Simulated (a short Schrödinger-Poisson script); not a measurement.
Solved with a short Schrödinger-Poisson script written for these runs: 1D Poisson equation in equilibrium, electrons quantum, Hartree (BenDaniel-Duke, 40 states a valley, the channel's in-plane mass for all, wave functions free to enter the barrier), parabolic valleys, classical holes, full ionisation, no traps, pinning or gate leakage.

Structure: gated In0.52Al0.48As/In0.53Ga0.47As δ-doped gas in a quantum well, at 77 K.

From the gate side: 30 nm In0.52Al0.48As; 5 nm In0.52Al0.48As; 15 nm In0.53Ga0.47As; 4000 nm In0.52Al0.48As, acceptors 6e15 cm⁻³.

Constants are typed, rounded textbook-type inputs, not results; the design itself was drawn at random and stands for no fabricated device. In0.52Al0.48As: permittivity 12.5, conduction-band edge (eV) 0.52, gap (eV) 1.45, electron mass (mₑ) 0.075, Nv at 300 K (cm⁻³) 1.1e19. In0.53Ga0.47As: permittivity 13.9, conduction-band edge (eV) 0, gap (eV) 0.74, Nv at 300 K (cm⁻³) 7.7e18.

Channel valleys (confinement mass, in-plane density-of-states mass, number): Γ 0.041, 0.041, 1. At the gate the conduction-band edge of layer 1 lies 0.65 eV − eVg above the Fermi level of the channel; the field vanishes at the back. Sheet of ionised δ-doping: +3.5e12 e/cm² at 30 nm from the gate. The barrier under the gate holds no holes. Gaps are held at their typed values at every temperature. Mesh 0.08 nm at interfaces.

Task: Give the gate voltage at 1e11 electrons/cm² (V); the capacitance at Vg = 0.4 V (μF/cm²); the centroid of the channel electrons at Vg = 0.4 V (nm).

Result: gate voltage at 1e11 electrons/cm² (V): -1.12; capacitance at Vg = 0.4 V (μF/cm²): 0.281; centroid of the channel electrons at Vg = 0.4 V (nm): 4.89.
